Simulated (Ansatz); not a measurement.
The starting structures come from a database of crystals and need not be the phases stable at ambient conditions.

The decay constant κ of evanescent states in the gap governs leakage through a thin film.

```
Ba3MgNb2O9
1.0
    7.19450     0.00000     0.00000
    0.00000    10.15397     0.00000
    0.00000     5.07699     2.93120
Ba Mg Nb O
3 1 2 9
Direct
  0.00000   0.00000   0.00000
  0.33200   0.66667   0.00000
  0.66800   0.33333   0.00000
  0.50000   0.00000   0.00000
  0.82070   0.66667   0.00000
  0.17930   0.33333   0.00000
  0.32621   0.17129   0.00000
  0.67379   0.82871   0.00000
  0.32621   0.17129   0.48613
  0.67379   0.82871   0.51387
  0.32621   0.65742   0.51387
  0.67379   0.34258   0.48613
  0.00000   0.50000   0.50000
  0.00000   0.00000   0.50000
  0.00000   0.50000   0.00000
```

Space group of this cell: P-3m1. The cell is taken as given; by PBEsol its mean pressure is -8.5 GPa.

Transport runs along the normal of the first two printed cell vectors, the (110) plane of the conventional cell.

The gap is the functional's own. No spin-orbit coupling. Mid-gap values are interpolated on the energy grid.

Problem. Give the band gap and the smallest decay constant κ at mid-gap that PBEsol (Ansatz, a first-principles code) yields.

Solution. Gap 2.68 eV on a 4×10×10 mesh; κ = 0.290 1/Å, at the zone centre.
